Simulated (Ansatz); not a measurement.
Here is the system:

End structure of a constructed model of the (110) surface of bcc Mo, a pseudomorphic layer of Mn in the host's stacking (bottom of the slab: a bare face, its two planes held):

```
CELL_PARAMETERS angstrom
      2.73735     0.00000     0.00000
     -0.91245     2.58080     0.00000
      0.00000     0.00000    30.00000
ATOMIC_POSITIONS crystal
  Mo 0.50000 0.50000 0.27027
  Mo 0.00000 0.00000 0.34477
  Mo 0.50000 0.50000 0.41931
  Mo 0.00000 0.00000 0.49385
  Mo 0.50000 0.50000 0.56838
  Mo 0.00000 0.00000 0.64261
  Mn 0.50000 0.50000 0.70902
```

Model: 7-atom slab, 13.8 Å thick at the start with caps and adatoms (thin: gaps and levels are the slab's own), 14x14x1 mesh, Fermi-Dirac 0.1 eV, dipole correction, 2 atoms held, the rest relaxed; symmetry of the start imposed; spin-polarised, ending with about 3.0 μB a cell; orders that need a larger cell were not tried, no spin-orbit, no U. It is one candidate, not shown to be the stable structure of the face.

### Question
What is the computed work function of the top face (PBE (Ansatz, a quantum-chemistry and plane-wave program))?

### Answer
4.06 eV
